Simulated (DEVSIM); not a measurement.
System: illuminated Si p-on-n cell, one wavelength, with a back-surface field, at 400 K.

| layer (left to right) | material | thickness (μm) | Nd (cm⁻³) | Na (cm⁻³) | τn (s) | τp (s) | absorption coefficient (cm⁻¹) |
|---|---|---|---|---|---|---|---|
| 1 | Si | 0.650 | - | 1.5e19 | 8e-6 | 1.7e-7 | 55000 |
| 2 | Si | 120 | 1.3e16 | - | 8.7e-6 | 8.7e-6 | 55000 |
| 3 | Si | 0.410 | 1.2e18 | - | 8.7e-6 | 8.7e-6 | 55000 |

Left contact: ohmic, minority electron recombination velocity 9000 cm/s. Right contact: ohmic, minority hole recombination velocity 2e5 cm/s. Voltage is applied to the left contact. Recombination: SRH at mid-gap, radiative, Auger. Light enters at the left, 2.5e17 photons cm⁻² s⁻¹, one pass, no reflection. Mobility is constant in doping.

Constants are typed, rounded textbook-type inputs, not results; the design itself was drawn at random and stands for no fabricated device. Values at 300 K; Nc and Nv go as T^1.5, mobilities as T to minus their exponent, the gap by Varshni's rule with the affinity fixed.

```tsv
parameter	Si
gap (eV)	1.124
affinity (eV)	4.05
permittivity	11.7
Nc (cm⁻³)	2.86e19
Nv (cm⁻³)	3.1e19
μn (cm²/Vs)	1417
μp (cm²/Vs)	470
T exponent of μn	2.3
T exponent of μp	2.2
B (cm³/s)	4.7e-15
Cn (cm⁶/s)	2.8e-31
Cp (cm⁶/s)	9.9e-32
Varshni α (eV/K)	0.000473
Varshni β (K)	636
```

Simulated with DEVSIM: 1D drift-diffusion, Boltzmann statistics, complete ionisation; no tunnelling, impact ionisation, image-force lowering or self-heating.

Give the dark forward current.


```csv
V (V),J (A/cm²)
0.05,1.6e-6
0.10,7.7e-6
0.15,3.3e-5
0.20,0.00014
0.25,0.00058
0.30,0.0024
0.35,0.010
0.40,0.043
0.45,0.17
0.50,0.61
0.55,1.8
0.60,4.8
0.65,12
0.70,28
0.75,64
0.80,140
0.85,280
0.90,490
0.95,780
1.00,1100
1.05,1500
1.10,2000
```
